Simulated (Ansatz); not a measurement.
Reference: GaP (F-43m), r2SCAN with spin-orbit coupling, rigid bands (plane waves, PAW; Ansatz, a quantum-chemistry and plane-wave program); axes and stresses refer to this cell.

```
GaP
1.0
    0.00000     2.71923     2.71923
    2.71923     0.00000     2.71923
    2.71923     2.71923     0.00000
Ga P
1 1
Direct
  0.00000   0.00000   0.00000
  0.25000   0.25000   0.25000
```

Seebeck coefficient, n-type 1e19 cm⁻³: -328 μV/K
Seebeck coefficient, p-type 1e19 cm⁻³: 318 μV/K
band gap: 1.81 eV

Problem. Change: biaxial stress in (110) of -2.8 GPa (compression positive). What happens to Seebeck coefficient, n-type 1e19 cm⁻³, Seebeck coefficient, p-type 1e19 cm⁻³, band gap?

Solution. Seebeck coefficient, n-type 1e19 cm⁻³ decreases in size to -313 μV/K; Seebeck coefficient, p-type 1e19 cm⁻³ decreases to 231 μV/K; band gap drops to 1.69 eV.

Problem. Change: uniaxial stress along [001] of -4.2 GPa (compression positive). What happens to Seebeck coefficient, n-type 1e19 cm⁻³, Seebeck coefficient, p-type 1e19 cm⁻³, band gap?

Solution. Seebeck coefficient, n-type 1e19 cm⁻³ drops in size to -289 μV/K; Seebeck coefficient, p-type 1e19 cm⁻³ decreases to 277 μV/K; band gap decreases to 1.57 eV.

Problem. Change: uniaxial stress along [001] of -7 GPa (compression positive). What happens to Seebeck coefficient, n-type 1e19 cm⁻³, Seebeck coefficient, p-type 1e19 cm⁻³, band gap?

Solution. Seebeck coefficient, n-type 1e19 cm⁻³ falls in size to -288 μV/K; Seebeck coefficient, p-type 1e19 cm⁻³ decreases to 285 μV/K; band gap decreases to 1.44 eV.

Problem. Change: uniaxial stress along [001] of 4.2 GPa (compression positive). What happens to Seebeck coefficient, n-type 1e19 cm⁻³, Seebeck coefficient, p-type 1e19 cm⁻³, band gap?

Solution. Seebeck coefficient, n-type 1e19 cm⁻³ decreases in size to -227 μV/K; Seebeck coefficient, p-type 1e19 cm⁻³ falls to 173 μV/K; band gap drops to 1.18 eV.

Problem. Change: uniaxial stress along [110] of -1.4 GPa (compression positive). What happens to Seebeck coefficient, n-type 1e19 cm⁻³, Seebeck coefficient, p-type 1e19 cm⁻³, band gap?

Solution. Seebeck coefficient, n-type 1e19 cm⁻³ drops in size to -277 μV/K; Seebeck coefficient, p-type 1e19 cm⁻³ shrinks to 300 μV/K; band gap falls to 1.71 eV.

Problem. Change: uniaxial stress along [111] of 4.2 GPa (compression positive). What happens to Seebeck coefficient, n-type 1e19 cm⁻³, Seebeck coefficient, p-type 1e19 cm⁻³, band gap?

Solution. Seebeck coefficient, n-type 1e19 cm⁻³ goes up in size to -357 μV/K; Seebeck coefficient, p-type 1e19 cm⁻³ falls to 211 μV/K; band gap falls to 1.57 eV.

Seebeck coefficients are for the stated density at 300 K, with one relaxation time for all states and whether or not that doping can be reached. Stresses and pressures are the targets of the relaxation.  The structure type is held under load, also where the real crystal would transform.
